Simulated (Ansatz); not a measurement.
Consider the following.

Host crystal: wurtzite GaN, with a band gap (PBE, scalar-relativistic without spin-orbit coupling).

End structure of NH3 on the 1x1 (10-10) surface of wurtzite GaN (cut with top plane Ga + N), one in a 2x1 cell, started at the site 'top N':

```yaml
crystal:
  lattice:
    - [6.43695, 0.00000, 0.00000]
    - [0.00000, 5.24310, 0.00000]
    - [0.00000, 0.00000, 28.50000]
  atoms:
    - { symbol: Ga, position: [0.25000, 0.02811, 0.34683] }
    - { symbol: Ga, position: [0.75000, 0.02811, 0.34683] }
    - { symbol: N, position: [0.25000, 0.37330, 0.33765] }
    - { symbol: N, position: [0.75000, 0.37330, 0.33765] }
    - { symbol: Ga, position: [0.00000, 0.49269, 0.36591] }
    - { symbol: Ga, position: [0.50000, 0.49269, 0.36591] }
    - { symbol: N, position: [0.00000, 0.86834, 0.36879] }
    - { symbol: N, position: [0.50000, 0.86834, 0.36879] }
    - { symbol: Ga, position: [0.00000, 0.00004, 0.43656] }
    - { symbol: Ga, position: [0.50000, 0.00004, 0.43656] }
    - { symbol: N, position: [0.00000, 0.37432, 0.43473] }
    - { symbol: N, position: [0.50000, 0.37432, 0.43473] }
    - { symbol: Ga, position: [0.25000, 0.49484, 0.46645] }
    - { symbol: Ga, position: [0.75000, 0.49484, 0.46645] }
    - { symbol: N, position: [0.25000, 0.87236, 0.46737] }
    - { symbol: N, position: [0.75000, 0.87236, 0.46737] }
    - { symbol: Ga, position: [0.25007, 0.99555, 0.53327] }
    - { symbol: Ga, position: [0.75009, 0.99610, 0.53346] }
    - { symbol: N, position: [0.25010, 0.37232, 0.53234] }
    - { symbol: N, position: [0.75013, 0.37345, 0.53267] }
    - { symbol: Ga, position: [0.00198, 0.49846, 0.56390] }
    - { symbol: Ga, position: [0.49827, 0.49846, 0.56388] }
    - { symbol: N, position: [0.00073, 0.87408, 0.56527] }
    - { symbol: N, position: [0.49942, 0.87405, 0.56525] }
    - { symbol: Ga, position: [0.00118, 0.99301, 0.63294] }
    - { symbol: Ga, position: [0.49905, 0.99301, 0.63290] }
    - { symbol: N, position: [0.00253, 0.37147, 0.63077] }
    - { symbol: N, position: [0.49771, 0.37148, 0.63072] }
    - { symbol: Ga, position: [0.25012, 0.51824, 0.66068] }
    - { symbol: Ga, position: [0.75010, 0.52857, 0.65106] }
    - { symbol: N, position: [0.25011, 0.87756, 0.66443] }
    - { symbol: N, position: [0.75006, 0.87442, 0.66253] }
    - { symbol: N, position: [0.25081, 0.30289, 0.72208] }
    - { symbol: H, position: [0.37988, 0.32768, 0.74246] }
    - { symbol: H, position: [0.12281, 0.32756, 0.74281] }
    - { symbol: H, position: [0.25058, 0.11081, 0.70738] }
```

Set-up: 36 atoms, 9.3 Å thick at the start under the adsorbate (thin: gaps and levels are the slab's own); mesh 3x3x1; 0.01 eV smearing; dipole correction on; single point; no symmetry held, on the structure that PBE left; no spin, no spin-orbit, no U, no dispersion correction. At the end it is bonded to Ga. In PBE it is, or lies within 0.03 eV of, the lowest of the starts that converged; the order may differ at this level.

A negative adsorption energy means that the adsorbate is more stable on the surface than in its reference.

Q: Give the change of the step from the bottom to the top vacuum level, against the clean slab at the level HSE06, at the PBE geometry (Ansatz, a quantum-chemistry and plane-wave program).

A: -2.18 eV

Q: Estimate the adsorption energy against NH3(g) at the same level that HSE06, at the PBE geometry returns for this input.

A: -1.27 eV
